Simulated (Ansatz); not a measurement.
The reference is WSi2 (space group I4/mmm, No. 139; relaxed with 0.1 eV smearing).

```yaml
crystal:
  lattice:
    - [-1.61445, 1.61445, 3.93487]
    - [1.61445, -1.61445, 3.93487]
    - [1.61445, 1.61445, -3.93487]
  atoms:
    - { symbol: Si, position: [0.66548, 0.66548, 0.00000] }
    - { symbol: Si, position: [0.33452, 0.33452, 0.00000] }
    - { symbol: W, position: [0.00000, 0.00000, 0.00000] }
```

Cartesian axes are those of the cell as printed.

All numbers come from PBE (Ansatz, a quantum-chemistry and plane-wave program; PAW; 420 eV plane waves; no SOC).

Strains are applied to the cell and any free atomic positions relax; under biaxial strain the out-of-plane vector relaxes too.

One change was made to it. Results:

The energy grows by 4.2 meV/atom; the pressure (mean of the normal stresses, compression positive) goes from zero to -3.2 GPa.

**Question.** Which of these changes matches the shifts?
A) biaxial strain −1.00 %, plane normal [001], relaxed out of plane
B) biaxial strain −0.50 %, plane normal [001], relaxed out of plane
C) biaxial strain +1.00 %, plane normal [001], relaxed out of plane
D) biaxial strain +2.00 %, plane normal [001], relaxed out of plane
E) biaxial strain −2.00 %, plane normal [001], relaxed out of plane

**Answer.** C, biaxial strain +1.00 %, plane normal [001], relaxed out of plane. For comparison, the pressure in the other runs: biaxial strain +2.00 %, plane normal [001], relaxed out of plane gives -6.1 GPa; biaxial strain −2.00 %, plane normal [001], relaxed out of plane gives 7.2 GPa; biaxial strain −0.50 %, plane normal [001], relaxed out of plane gives 1.7 GPa; biaxial strain −1.00 %, plane normal [001], relaxed out of plane gives 3.5 GPa.

Stability against distortions was not tested. The final runs are not spin-polarised.
